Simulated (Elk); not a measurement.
A self-consistent single point of KF (Fm-3m, 2 atoms in the cell) with Elk.

Level of theory: LDA (PW92), all-electron FP-LAPW, Elk's shipped species files, default APW+lo basis (Elk 10.2.4).

```
KF
1.0
    0.00000     2.67500     2.67500
    2.67500     0.00000     2.67500
    2.67500     2.67500     0.00000
K F
1 1
Direct
  0.00000   0.00000   0.00000
  0.50000   0.50000   0.50000
```

Reference input (self-consistent single point, DFT, PBE, all-electron FP-LAPW, Elk's shipped species files, default APW+lo basis): xctype = 20; rgkmax = 7; stype = 3; swidth = 0.000367493 Ha; ngridk = 9 9 9. This run's input differs from it in these lines:

```diff
@@ -4,3 +4,3 @@
 xctype
-  20
+  3
```

Output, abridged:

```
│ Self-consistent loop started │
│ Loop number : 1 │
 total energy                :     -704.253305446
│ Loop number : 2 │
 total energy                :     -704.180428433
RMS change in Kohn-Sham potential (target) :   0.2895839587     (  0.1000000000E-05)
Absolute change in total energy (target)   :   0.7287701253E-01 (  0.1000000000E-03)
│ Loop number : 3 │
 total energy                :     -702.863830798
RMS change in Kohn-Sham potential (target) :   0.1727776839     (  0.1000000000E-05)
Absolute change in total energy (target)   :    1.334816889     (  0.1000000000E-03)
│ Loop number : 4 │
   [... lines left out ...]
Absolute change in total energy (target)   :   0.4087663792E-03 (  0.1000000000E-03)
│ Loop number : 16 │
 total energy                :     -700.080148927
RMS change in Kohn-Sham potential (target) :   0.2961471277E-06 (  0.1000000000E-05)
Absolute change in total energy (target)   :   0.2015643907E-03 (  0.1000000000E-03)
│ Loop number : 17 │
 total energy                :     -700.080150601
RMS change in Kohn-Sham potential (target) :   0.1258526601E-06 (  0.1000000000E-05)
Absolute change in total energy (target)   :   0.5206489118E-04 (  0.1000000000E-03)
Convergence targets achieved

│ Loop number : 18 │

Energies :
 Fermi                       :    -0.634315461657E-01
 total energy                :     -700.080151968

Density of states at Fermi energy :   0.2720325152E-06
 (states/Hartree/unit cell)

Estimated indirect band gap :   0.2154038387
 from k-point      1 to k-point      1
Estimated direct band gap   :   0.2154038387
 at k-point      1

Charges :
 core                        :    12.00000000
 valence                     :    16.00000000
 interstitial                :    1.395455229
 muffin-tins (core leakage)
  species :    1 (K)
   atom    1                 :    17.61167273     (  0.1163447507E-06)
  species :    2 (F)
   atom    1                 :    8.992872037     (  0.1065081356E-10)
 total in muffin-tins        :    26.60454477
 total calculated charge     :    28.03301944
 total charge                :    28.00000000
 error                       :   0.3301943989E-01

│ Self-consistent loop stopped │
```

The run converged in 18 iterations. The count includes the last loop, which Elk runs after its targets are met. Against the reference run the gap on the mesh goes from 6.287 to 5.861 eV.

The starting cell has typed, rounded lattice constants, without a prior relaxation at this level. Values depend on the basis (sphere radii, cutoffs, local orbitals), which need not be converged.
